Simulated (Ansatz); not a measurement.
## Cu3N (space group Pm-3m, No. 221)

```yaml
crystal:
  lattice:
    - [3.76491, 0.00000, 0.00000]
    - [0.00000, 3.76491, 0.00000]
    - [0.00000, 0.00000, 3.76491]
  atoms:
    - { symbol: Cu, position: [0.50000, 0.00000, 0.00000] }
    - { symbol: Cu, position: [0.00000, 0.50000, 0.00000] }
    - { symbol: Cu, position: [0.00000, 0.00000, 0.50000] }
    - { symbol: N, position: [0.00000, 0.00000, 0.00000] }
```

Computed with PBEsol, PAW, 420 eV (Ansatz, a program for electronic structure; no spin-orbit coupling). k-mesh 12×12×12 (Γ-centred); smearing 0.05 eV (Fermi–Dirac).

```json
{
  "volume_per_atom": "13.34 Å³",
  "density": "6.37 g/cm³",
  "band_gap": "zero",
  "Lowest conduction-band minima above the VBM": "M along ⟨110⟩ 0.02 eV; Γ 1.10 eV",
  "total_energy": "-5035.918 eV/atom (σ→0; compares only within this code and set-up)"
}
```

Whether these cells are dynamically stable was not tested. All final runs are without spin polarisation. Gaps under 0.05 eV, about the width of the smearing, are given as zero. A zero or small gap of Cu3N can be the functional's error rather than a property of the material.
